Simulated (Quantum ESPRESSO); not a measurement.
## Short convergence ladders for WS₂ (R3m, 3 atoms in the cell)

```xyz
3
Lattice="1.5877 0.9166 6.4703 -1.5877 0.9166 6.4703 0.0000 -1.8333 6.4703" Properties=species:S:1:pos:R:3 pbc="T T T"
W      0.0000     0.0000     0.0630
S      0.0000     0.0000     8.0383
S      0.0000     0.0000     4.9288
```

Base method: LDA (PZ), GBRV 1.5 ultrasoft (LDA) pseudopotentials (plane waves; Quantum ESPRESSO 7.5).

Base settings: ecutwfc = 40 Ry; ecutrho = 320 Ry; occupations = fixed; potentials = {W: w_lda_v1.2.uspp.F.UPF, S: s_lda_v1.4.uspp.F.UPF}; K_POINTS = automatic 4 4 4 0 0 0; nbnd = 15; conv_thr = 1e-10 Ry.

The count of work is k-points × plane waves × bands × iterations; it is no time. 

**Shifted k-point meshes**

Only quantities that move along the ladder and can be compared are tabulated.

| K_POINTS | free energy less the last step's (meV/atom) | pressure (GPa) | largest difference of a force vector from the last step's (eV/Å) | count of work / last |
|---|---|---|---|---|
| automatic 2 2 2 1 1 1 | 345.09 | -2.17 | 0.640 | 0.0051 |
| automatic 4 4 4 1 1 1 | -18.68 | -5.25 | 0.059 | 0.020 |
| automatic 6 6 6 1 1 1 | 0.75 | -4.86 | 0.008 | 0.081 |
| automatic 8 8 8 1 1 1 | 0.03 | -4.86 | 0.000 | 0.15 |
| automatic 10 10 10 1 1 1 | -0.04 | -4.87 | 0.000 | 0.25 |
| automatic 16 16 16 1 1 1 | 0.00 | -4.87 | 0.000 | 1.0 |

Coarsest K_POINTS that holds the pressure within 0.2 GPa of the last step, with all finer ones: automatic 6 6 6 1 1 1, at 0.081 of the last step's count of work; the step before is off by 0.38 GPa.

Coarsest K_POINTS that holds the forces within 0.01 eV/Å of the last step, with all finer ones: automatic 6 6 6 1 1 1, at 0.081 of the last step's count of work; the step before is off by 0.059 eV/Å.

Coarsest K_POINTS that holds the free energy within 2 meV/atom of the last step, with all finer ones: automatic 6 6 6 1 1 1, at 0.081 of the last step's count of work; the step before is off by 19 meV/atom.

**The SCF threshold**

The mesh stays at the base's, so the ladder's end is converged at best in this setting alone.

Only quantities that move along the ladder and can be compared are tabulated.

| conv_thr | free energy less the last step's (meV/atom) | largest difference of a force vector from the last step's (eV/Å) | count of work / last |
|---|---|---|---|
| 0.0073 Ry | 4.79 | 0.617 | 0.14 |
| 7.3e-05 Ry | 0.10 | 0.024 | 0.28 |
| 7.3e-07 Ry | 0.00 | 0.005 | 0.38 |
| 7.3e-09 Ry | 0.00 | 0.001 | 0.48 |
| 7.3e-10 Ry | 0.00 | 0.000 | 0.55 |
| 1e-10 Ry | 0.00 | 0.000 | 0.62 |
| 7.3e-12 Ry | 0.00 | 0.000 | 0.69 |
| 7.3e-14 Ry | 0.00 | 0.000 | 1.0 |

Coarsest conv_thr that holds the free energy within 2 meV/atom of the last step, with all finer ones: 7.3e-05 Ry, at 0.28 of the last step's count of work; the step before is off by 4.8 meV/atom.

Coarsest conv_thr that holds the forces within 0.01 eV/Å of the last step, with all finer ones: 7.3e-07 Ry, at 0.38 of the last step's count of work; the step before is off by 0.024 eV/Å.

On the base run: the starting cell comes from a database of computed structures (which also holds hypothetical and non-ambient phases and stackings), without a prior relaxation at this level. Its lattice was rescaled by up to half a per cent. One atom was moved a little off its site on purpose. Spin polarisation is off. In the base run, with a pressure of about -5 GPa the cell is away from its equilibrium volume at this level. In the base run, forces exceed 1 eV/Å.
